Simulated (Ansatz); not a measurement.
The structure below was relaxed with PBEsol (Ansatz, a first-principles code; PAW; 420 eV plane waves; spin-orbit coupling left out).

Space group F-43m (No. 216); a = b = c = 4.915 Å, α = β = γ = 90.00°

```tsv
atom	site	symmetry	x	y	z
P	4c	-43m	0.2500	0.2500	0.2500
Be	4a	-43m	0.0000	0.0000	0.0000
```

Task: Write out a cell with all atoms.

Result: 
```cif
data_Be4P4
_chemical_formula_sum 'P4 Be4'
_space_group_name_H-M_alt 'P 1'
_space_group_IT_number 1
_cell_length_a 4.91492
_cell_length_b 4.91492
_cell_length_c 4.91492
_cell_angle_alpha 90.000
_cell_angle_beta 90.000
_cell_angle_gamma 90.000
loop_
_space_group_symop_operation_xyz
  'x, y, z'
loop_
_atom_site_label
_atom_site_type_symbol
_atom_site_fract_x
_atom_site_fract_y
_atom_site_fract_z
_atom_site_occupancy
P1 P 0.25000 0.25000 0.25000 1
Be1 Be 0.00000 0.00000 0.00000 1
P2 P 0.25000 0.75000 0.75000 1
Be2 Be 0.00000 0.50000 0.50000 1
P3 P 0.75000 0.25000 0.75000 1
Be3 Be 0.50000 0.00000 0.50000 1
P4 P 0.75000 0.75000 0.25000 1
Be4 Be 0.50000 0.50000 0.00000 1
```
This is the conventional cell.

Stability against distortions was not tested. All final runs are without spin polarisation. An odd electron count without spin: BeP. The cell was made from BeS by this change: S → P; the result is a hypothetical phase, not in the database extracts checked.
